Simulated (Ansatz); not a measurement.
# Short convergence ladders for CO₂ (Cm, 6 atoms in the cell)

```
CO2
1.0
    2.64382    -2.39454     0.00000
    2.64382     2.39454     0.00000
    0.00000     0.00000     6.60693
C O
2 4
Direct
  0.00000   0.00000   0.00757
  0.50000   0.50000   0.50000
  0.80651   0.19349   0.89184
  0.19349   0.80651   0.10816
  0.69349   0.30651   0.39184
  0.30651   0.69349   0.60816
```

Base method: PBEsol, default PAW files made with PBE (plane waves; Ansatz, a quantum-chemistry and plane-wave program).

Base settings: basis.ecutwfc = 30.9 Ry; kpoints.mp_grid.grid = 7 7 4; hamiltonian.xc = pbesol; hamiltonian.pseudopotentials = {kind: paw} (the program's default PAW files); scf.occupations.method = fermi_dirac; scf.occupations.width = 0.0015 Ry.

The count of work is k-points × plane waves × bands × iterations; it is no time. Core times come from one kind of shared machine, to one figure; runs under 30 s give none.

**The cutoff for other potential files**

Level: DFT, PBEsol, plane waves, harder PAW files (source: ansatz) made with PBE.

In this ladder: hamiltonian.pseudopotentials = {kind: paw, source: ansatz}.

The second cell is the first with its lattice scaled by 0.98.

The mesh stays at the base's, so the ladder's end is converged at best in this setting alone.

The first pressure column holds Ansatz's estimate of the finite-basis (Pulay) stress, which hides part of the cutoff error; the other is without it.

Only quantities that move along the ladder and can be compared are tabulated.

```csv
basis.ecutwfc,free energy less the last step's (meV/atom),energy of the compressed cell less the first (meV/atom),pressure (GPa),pressure without the Pulay estimate (GPa),largest difference of a force vector from the last step's (eV/Å),count of work / last,core time / last (rough)
30.9 Ry,1360.92,38.63,3.35,-56.82,1.205,0.11,–
37.5 Ry,379.59,23.71,0.59,-21.26,0.266,0.16,–
47.8 Ry,40.44,21.64,0.14,-3.39,0.007,0.21,–
58.1 Ry,2.76,21.45,0.15,-0.17,0.004,0.28,–
68.4 Ry,0.61,21.43,0.15,0.14,0.003,0.35,–
82 Ry,0.35,21.41,0.14,0.13,0.001,0.46,0.4
102.5 Ry,0.15,21.40,0.14,0.14,0.000,0.65,0.7
136.7 Ry,0.00,21.39,0.14,0.14,0.000,1.0,1
```

Coarsest basis.ecutwfc that holds the pressure without the Pulay estimate within 0.1 GPa of the last step, with all finer ones: 68.4 Ry, at 0.35 of the last step's count of work; the step before is off by 0.31 GPa.

Coarsest basis.ecutwfc that holds the pressure within 0.1 GPa of the last step, with all finer ones: 47.8 Ry, at 0.21 of the last step's count of work; the step before is off by 0.45 GPa.

Coarsest basis.ecutwfc that holds the energy of the compressed cell less the first within 0.5 meV/atom of the last step, with all finer ones: 47.8 Ry, at 0.21 of the last step's count of work; the step before is off by 2.3 meV/atom.

The energy difference between the two cells stays within 1 meV/atom of the last step's from 47.8 Ry on, the total only from 68.4 Ry on: much of the error is common to both cells and cancels.

At the lowest cutoff the pressure without the Pulay estimate lies 57.0 GPa under the last step's, the usual sign of Pulay stress in an incomplete plane-wave basis.

**The density cutoff**

The second cell is the first with its lattice scaled by 0.98.

The mesh stays at the base's, so the ladder's end is converged at best in this setting alone.

Only quantities that move along the ladder and can be compared are tabulated.

```csv
basis.ecutrho_ratio,free energy less the last step's (meV/atom),energy of the compressed cell less the first (meV/atom),pressure (GPa),largest difference of a force vector from the last step's (eV/Å)
2,-5.44,21.73,0.82,0.009
3,0.09,21.09,0.09,0.000
4,0.00,21.09,0.11,0.000
5,0.00,21.09,0.11,0.000
6,0.00,21.09,0.11,0.000
8,0.00,21.09,0.11,0.000
10,0.00,21.09,0.11,0.000
12,0.00,21.09,0.11,0.000
16,0.00,21.09,0.11,0.000
```

Coarsest basis.ecutrho_ratio that holds the pressure within 0.05 GPa of the last step, with all finer ones: 3; the step before is off by 0.71 GPa.

Coarsest basis.ecutrho_ratio that holds the energy of the compressed cell less the first within 0.5 meV/atom of the last step, with all finer ones: 3; the step before is off by 0.64 meV/atom.

Coarsest basis.ecutrho_ratio that holds the free energy within 2 meV/atom of the last step, with all finer ones: 3; the step before is off by 5.4 meV/atom.

The energy difference between the two cells stays within 1 meV/atom of the last step's from 2 on, the total only from 3 on: much of the error is common to both cells and cancels.

**The relaxed cell against the cutoff**

On CO2 (Cmce, 6 atoms in the cell): atoms on their sites.

In this ladder: relax = cell and atoms.

The mesh stays at the base's, so the ladder's end is converged at best in this setting alone.

Only quantities that move along the ladder and can be compared are tabulated.

```csv
basis.ecutwfc,relaxed volume (Å³/atom),relaxation steps,core time / last (rough)
26.1 Ry,16.670,38,1
30.9 Ry,16.900,20,0.7
37.1 Ry,17.030,16,0.8
46.3 Ry,16.980,11,0.7
61.7 Ry,17.033,12,1
```

Coarsest basis.ecutwfc that holds the relaxed volume within 0.085 Å³/atom: not settled: the last two steps still differ by 0.053 Å³/atom, over half the tolerance, so the ladder does not show it.

At the lowest cutoff the cell relaxes to a volume 2.1 % smaller than at the highest. Ansatz relaxes on a stress corrected for the finite basis.

On the base run: the starting cell comes from a database of computed structures (which also holds hypothetical and non-ambient phases and stackings), without a prior relaxation at this level. Its lattice was rescaled by up to half a per cent. One atom was moved a little off its site on purpose. In the base run, forces exceed 1 eV/Å.

Left out of this page: 3 runs of the series failed or unconverged.

Keys are those of Ansatz 0.2.
